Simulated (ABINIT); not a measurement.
How far to go with the plane-wave cutoff: Pt (Fm-3m, 1 atom in the cell)

```
Pt
1.0
    0.00000     1.95412     1.95412
    1.95412     0.00000     1.95412
    1.95412     1.95412     0.00000
Pt
1
Direct
  0.00000   0.00000   0.00000
```

Method: PBEsol, norm-conserving pseudopotentials (PseudoDojo nc-sr-04 PBEsol standard) (plane waves; ABINIT).

Base settings: pseudos = [Pt.upf]; ecut = 1143 eV; ixc = -116133; occopt = 7; tsmear = 0.00367493 Ha; ngkpt = 5 5 5; nshiftk = 1; shiftk = 0 0 0; potentials = PseudoDojo nc-sr-04 PBEsol standard; nband = 14.

The second cell is the first with its lattice scaled by 0.98.

The mesh stays at the base's, so the ladder's end is converged at best in this setting alone.

Only quantities that move along the ladder and can be compared are tabulated.

The count of work is k-points × plane waves × bands × iterations; it is no time. 

The starting cell has typed, rounded lattice constants, without a prior relaxation at this level. Its lattice was rescaled by up to half a per cent. Spin polarisation is off. In the base run, with a pressure of about 7 GPa the cell is away from its equilibrium volume at this level. Without a gap this mesh is coarse (it stands for a supercell whose shortest vector is 14 Å).

```tsv
ecut	free energy less the last step's (meV/atom)	energy of the compressed cell less the first (meV/atom)	pressure (GPa)	count of work / last
408 eV	12879.51	256.65	-283.44	0.059
463 eV	8403.19	73.31	-211.15	0.070
517 eV	5352.11	9.83	-157.41	0.083
571 eV	3366.88	99.46	-115.58	0.099
626 eV	1992.84	90.75	-79.78	0.11
680 eV	1142.92	92.75	-51.88	0.12
789 eV	319.19	105.09	-15.86	0.16
925 eV	41.96	97.69	2.33	0.20
1034 eV	6.24	95.34	6.14	0.20
1143 eV	1.87	95.59	6.93	0.27
1252 eV	1.71	95.58	6.95	0.27
1361 eV	1.36	95.59	6.94	0.35
1551 eV	0.95	95.58	6.96	0.37
1714 eV	0.82	95.58	6.95	0.50
2014 eV	0.33	95.57	6.95	0.55
2286 eV	0.13	95.58	6.96	0.67
2748 eV	0.00	95.58	6.96	1.0
```

Coarsest ecut that holds the pressure within 0.1 GPa of the last step, with all finer ones: 1143 eV, at 0.27 of the last step's count of work; the step before is off by 0.82 GPa.

Coarsest ecut that holds the energy of the compressed cell less the first within 0.5 meV/atom of the last step, with all finer ones: 1034 eV, at 0.20 of the last step's count of work; the step before is off by 2.1 meV/atom.

Coarsest ecut that holds the free energy within 5 meV/atom of the last step, with all finer ones: 1143 eV, at 0.27 of the last step's count of work; the step before is off by 6.2 meV/atom.

The energy difference between the two cells stays within 1 meV/atom of the last step's from 1034 eV on, the total only from 1551 eV on: much of the error is common to both cells and cancels.

At the lowest cutoff the pressure lies 290 GPa under the last step's, the usual sign of Pulay stress in an incomplete plane-wave basis.
